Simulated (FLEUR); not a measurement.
# Worked example: self-consistent single point of AuS (P6_3mc, 4 atoms in the cell) in FLEUR

Method: PBEsol, all-electron FLAPW (FLEUR), scalar-relativistic valence run with FLEUR.

Input:

Input of the input generator:

```
scf AuS
&input film=f /
7.4325197941 -0.0000000415 0.0000000000
-3.7162598611 6.4367509765 0.0000000000
0.0000000000 0.0000000000 12.8844928684
1.0
1.0 1.0 1.0

4
16 0.3333333333 0.6666666667 0.3646900000
16 0.6666666667 0.3333333333 0.8646900000
79 0.3333333333 0.6666666667 0.0103100000
79 0.6666666667 0.3333333333 0.5103100000

&comp jspins=1 /
&exco xctyp='PBEs' /
&kpt div1=6 div2=6 div3=3 /
&end /
```

```xml
<?xml version="1.0" encoding="UTF-8" standalone="no"?>
<fleurInput fleurInputVersion="0.39">
   <comment>
      scf AuS                                                                                             
   </comment>
   <calculationSetup>
      <cutoffs Kmax="3.9" Gmax="11.7" GmaxXC="11.7" numbands="0"/>
      <scfLoop itmax="80" minDistance="0.00001" maxIterBroyd="15" imix="Anderson" alpha="0.05" precondParam="0.0" spinf="2.0"/>
      <coreElectrons ctail="T" frcor="F" kcrel="0" coretail_lmax="0"/>
      <xcFunctional name="PBEs" relativisticCorrections="F"/>
      <magnetism jspins="1"/>
      <soc l_soc="F" theta="0.0" phi="0.0" spav="F"/>
      <expertModes spex="0" secvar="F"/>
      <geometryOptimization l_f="T" forcealpha="1.0" forcemix="BFGS" epsdisp="0.00001" epsforce="0.00001"/>
      <ldaU l_linMix="F" mixParam="0.05" spinf="1.0"/>
   </calculationSetup>
   <cell>
      <bzIntegration valenceElectrons="46.0" mode="hist" fermiSmearingEnergy="0.00367493">
         <kPointListSelection listName="default-1"/>
         <!-- k-points included here -->
         <xi:include xmlns:xi="http://www.w3.org/2001/XInclude" href="kpts.xml"> </xi:include>
      </bzIntegration>
      <!-- symmetry operations included here -->
      <xi:include xmlns:xi="http://www.w3.org/2001/XInclude" href="sym.xml"> </xi:include>
      <bulkLattice scale="1.0">
         <bravaisMatrix>
            <row-1>    7.4325197941000001    -0.0000000415000000     0.0000000000000000</row-1>
            <row-2>   -3.7162598611000002     6.4367509764999999     0.0000000000000000</row-2>
            <row-3>    0.0000000000000000     0.0000000000000000    12.8844928684000006</row-3>
         </bravaisMatrix>
      </bulkLattice>
   </cell>
   <atomSpecies>
      <species name="Sulfur (S)" element="S" atomicNumber="16">
         <mtSphere radius="1.65" gridPoints="583" logIncrement="0.02"/>
         <atomicCutoffs lmax="6" lnonsphr="4"/>
         <electronConfig flipSpins="F">
            <coreConfig>(1s1/2) (2s1/2) (2p1/2) (2p3/2)</coreConfig>
            <valenceConfig>(3s1/2) (3p1/2) (3p3/2)</valenceConfig>
            <stateOccupation state="(3p1/2)" spinUp="0.6666666666667" spinDown="0.6666666666667"/>
            <stateOccupation state="(3p3/2)" spinUp="1.3333333333333" spinDown="1.3333333333333"/>
         </electronConfig>
         <energyParameters s="3" p="3" d="3" f="4"/>
      </species>
      <species name="Gold (Au)" element="Au" atomicNumber="79">
         <mtSphere radius="2.52" gridPoints="889" logIncrement="0.015"/>
         <atomicCutoffs lmax="10" lnonsphr="8"/>
         <electronConfig flipSpins="F">
            <coreConfig>(1s1/2) (2s1/2) (2p1/2) (2p3/2) (3s1/2) (3p1/2) (3p3/2) (4s1/2) (3d3/2) (3d5/2) (4p1/2) (4p3/2) (5s1/2) (4d3/2) (4d5/2) (4f5/2) (4f7/2)</coreConfig>
            <valenceConfig>(5p1/2) (5p3/2) (6s1/2) (5d3/2) (5d5/2)</valenceConfig>
            <stateOccupation state="(6s1/2)" spinUp="0.5" spinDown="0.5"/>
         </electronConfig>
         <energyParameters s="6" p="6" d="5" f="5"/>
         <lo type="SCLO" l="1" n="5" eDeriv="0"/>
         <lo type="HELO" l="2" n="6" eDeriv="0"/>
      </species>
   </atomSpecies>
   <atomGroups>
      <atomGroup species="Sulfur (S)">
         <relPos label="                   1">1.000/3.000 -1.000/3.000 .3646900000</relPos>
         <relPos label="                   2">-1.000/3.000 1.000/3.000 -.1353100000</relPos>
         <force calculate="T" relaxXYZ="TTT"/>
      </atomGroup>
      <atomGroup species="Gold (Au)">
         <relPos label="                   3">1.000/3.000 -1.000/3.000 .0103100000</relPos>
         <relPos label="                   4">-1.000/3.000 1.000/3.000 -.4896900000</relPos>
         <force calculate="T" relaxXYZ="TTT"/>
      </atomGroup>
   </atomGroups>
   <output dos="F" band="F" slice="F">
      <checks vchk="F" cdinf="F"/>
      <bandDOS minEnergy="-.5*Htr" maxEnergy="0.5*Htr" sigma="0.015" storeEVData="T"/>
      <vacuumDOS vacdos="F" integ="F" star="F" nstars="0" locx1="0.0" locy1="0.0" locx2="0.0" locy2="0.0" nstm="0" tworkf="0.0"/>
      <unfoldingBand unfoldBand="F" supercellX="1" supercellY="1" supercellZ="1"/>
      <plotting iplot="0" polar="F">
         <plot TwoD="T" vec1="  1.0  0.0  0.0" vec2="  0.0  1.0  0.0" vec3="  0.0  0.0  1.0" zero="  0.0  0.0  0.0" file="plot"/>
      </plotting>
      <chargeDensitySlicing numkpt="0" minEigenval="0.0" maxEigenval="0.0" nnne="0" pallst="F"/>
      <specialOutput eonly="F"/>
      <magneticCircularDichroism mcd="F" energyLo="-10.0" energyUp="0.0"/>
   </output>
  <!-- We include the file relax.xml here to enable relaxations (see documentation) -->
  <xi:include xmlns:xi="http://www.w3.org/2001/XInclude" href="relax.xml"> <xi:fallback/> </xi:include>
</fleurInput>
```

Output, abridged:

```
      Welcome to FLEUR        (www.flapw.de)
      MaX-Release 8.1          (www.max-centre.eu)

 ========== k-point set info ==========
 Selected k-point list: default-1
 k-point list type: mesh
 6 x 6 x 3
 Number of k points: 24

 ------------Calculation Setup---------------------------
           1           2           3           4           6           8          12          24
 Number of basis functions:          667
 Iteration:     1   Distance:      14.15510935 me/bohr^3
 Iteration:     2   Distance:      12.04414914 me/bohr^3
 Iteration:     3   Distance:       5.67068736 me/bohr^3
 Iteration:     4   Distance:       2.61612051 me/bohr^3
 Iteration:     5   Distance:       1.53628241 me/bohr^3
 Iteration:     6   Distance:       0.38893142 me/bohr^3
   [... 8 lines left out ...]
 Iteration:    15   Distance:       0.00007107 me/bohr^3
 Iteration:    16   Distance:       0.00006035 me/bohr^3
 Iteration:    17   Distance:       0.00003127 me/bohr^3
 Iteration:    18   Distance:       0.00001140 me/bohr^3
 Iteration:    19   Distance:       0.00000277 me/bohr^3
 Reset of history

 Run finished successfully
 Stop message:
   Structural relaxation: new displacements generated

[file out, last iteration]
             iter=     20
          p o t e n t i a l   g e n e r a t o r
[...]
          integral of pseudo charge density inside the slab=        0.000000   0.000000
     coulomb potential in the interstitial region:
          density-coulomb potential integrals
          total density-coulomb potenti   -67434.4125276815
          density-effective potential integrals for spin  1
          total density-effective poten   -6.8448510673E+04
          charge density-energy density integrals
          total charge density-energy d   -7.7026703194E+02
 Updated energy parameters for spin:           1
  Atom    1 3s branch from -7.37 to  1.71 htr. ; e_l = -0.5239
  Atom    1 3p branch from -5.35 to  2.29 htr. ; e_l = -0.3113
  Atom    1 3d branch from -9.99 to  2.66 htr. ; e_l = -0.1128
  Atom    1 4f branch from -9.99 to  6.42 htr. ; e_l =  0.0507
  Atom    2 6s branch from -3.67 to  1.23 htr. ; e_l =  0.0353
  Atom    2 6p branch from -1.87 to  2.15 htr. ; e_l =  0.2153
  Atom    2 5d branch from-11.65 to  0.26 htr. ; e_l =  0.0691
  Atom    2 5f branch from -2.69 to  2.31 htr. ; e_l =  0.5125
  Atom    2 5p branch from-19.72 to -1.87 htr. ; e_l(l -1.9332
  Atom    2-6d branch from  2.73 to  2.73 htr. ; e_l(l  2.7275
[...]
 fermi energy and band-weighting factors:
at   0.58333  -0.16667   0.33333   k-weight:    0.037037
   36 eigenvalues :
   -1.887739   -1.887728   -1.886166   -1.886163   -1.886113   -1.886106   -0.282328   -0.279402
   -0.019804   -0.018909   -0.003026    0.011119    0.011244    0.019787    0.058614    0.063731
    0.071210    0.071324    0.083954    0.092612    0.126716    0.153686    0.159794    0.178576
    0.329207    0.352091    0.416192    0.424587    0.444936    0.481170    0.527225    0.539809
    0.584096    0.619987    0.654880    0.666048
   [... 2 blocks of this kind left out ...]

[...]
FERMIE:
          first approx. to ef    (T=0)  :   0.190948 htr   (energy of the highest occ. eigenvalue)
          number of occ. states  (T=0)  :        547
          first approx. to seigv (T=0)  : -21.937315 htr
          sum of weights of occ. states :  23.000000
          sum of semicore charge        :   0.000000 e
FERHIS:  Fermi-Energy by histogram:
          bandgap                     :   0.000691 htr
          charge neutrality (T=0)     :   0.000000    (zero if the highest occ. eigenvalue is "entirely" occupied)
     EF_NEWTON:  Adjust Fermi-Energy by Newton-Method.
               Number of iterations needed  :   4
               The error in the weight is   : -0.96589E-13
               The error in ef is           :  0.21185E-14 htr
     -->  new fermi energy            :   0.192248 htr
          valence charge              :  46.000000 e
          actual charge blw ef-8kt    :  43.037037 e
          actual charge blw ef+8kt    :  46.000000 e
          number of occ. states       :       569
          sum of the valence weights  :   23.000000
          entropy         :   1.084731 *kb htr/K =   0.00000 htr/K
          sum of val. single particle energies:       -21.9355978693 htr
 Direct bandgap for spin            1 :    6.6498760304110061E-003  Htr
 at k-point           12  with k-vector    8.3333333333333329E-002   0.0000000000000000       0.33333333333333331
          valence density: spin= 1
[...]
     l-like charge
     atom     s        p        d        f        total
 -->  1    1.01325  1.51089  0.03685  0.00226    2.56356
 -->  2    0.52338  6.32675  8.59077  0.03421   15.48653
          total charge for spin  1=   46.000000
          interst. charge =       9.899822
          mt charge=              2.563561   15.486529
          total charge  =   46.000000
          z= 16.     r(1)=  0.145310E-04     dx= 0.020000     m.t.index= 583
               n    l     j    energy       weight
               1.   0.   0.5  -87.8696      2.0000
               2.   0.   0.5   -7.3735      2.0000
               2.   1.   0.5   -5.3862      2.0000
               2.   1.   1.5   -5.3399      4.0000
          atom type    1  (spin 1)
          kinetic energy=  0.386959506741E+03     sum of the eigenvalues= -0.222618183970E+03
          0.00262513  electrons lost from core.
          z= 79.     r(1)=  0.413617E-05     dx= 0.015000     m.t.index= 889
               n    l     j    energy       weight
               1.   0.   0.5-2962.7807      2.0000
               2.   0.   0.5 -522.1109      2.0000
               2.   1.   0.5 -500.6332      2.0000
   [... 14 lines left out ...]
          atom type    2  (spin 1)
          kinetic energy=  0.216966742967E+05     sum of the eigenvalues= -0.117102113144E+05
          0.00058806  electrons lost from core.
          total charge for spin  1=  190.000000
          interst. charge =       9.906233
          mt charge=             12.560937   77.485947
          total charge  =  190.000000
          zc=   190.000000     qfix=    1.000000
     t o t a l  e n e r g y
          sum of eigenvalues =            -23887.5945945747
          density-coulomb potential int   -67434.4125276815
          density-effective potential i   -68448.5106731376
          charge density-ex.-corr.energ     -770.2670319440
          el.-nucl. inter. diff. m.t.        926.9921941145
          Madelung term for atom type:       -29.9851701281
          el.-nucl. inter. diff. m.t.      47934.9273685820
          Madelung term for atom type:       -63.9676612871
 ---->    total energy=                   -38882.4296113336 htr
 ---->    (input%tkb*entropy) TS=              0.0039863122 htr
 ---->    free energy=                    -38882.4335976458 htr
      extrapolation for T->0
 ---->    total electron energy=          -38882.4316044897 htr
 ***** TOTAL FORCES ON ATOMS *****
 TOTAL FORCE FOR ATOM TYPE=  1  X=  3.716   Y= -2.146   Z=  4.699
                       FX_TOT= 0.000000 FY_TOT= 0.000000 FZ_TOT=-0.000151
 TOTAL FORCE FOR ATOM TYPE=  2  X=  3.716   Y= -2.146   Z=  0.133
                       FX_TOT= 0.000000 FY_TOT= 0.000000 FZ_TOT= 0.000162
```

The run converged in 19 iterations. FLEUR gives forces in its relaxation mode, with a further iteration, so its stop message speaks of a relaxation.

The starting cell comes from a database of computed structures (which also holds hypothetical and non-ambient phases and stackings), without a prior relaxation at this level. Spin-orbit coupling is off. Values depend on the basis (sphere radii, cutoffs, local orbitals), which need not be converged. No gap is read from this output. The log's line on a gap gives a spacing of levels on this mesh, which the program prints for metals too.

Cost on one core of a shared machine: roughly 3 min.
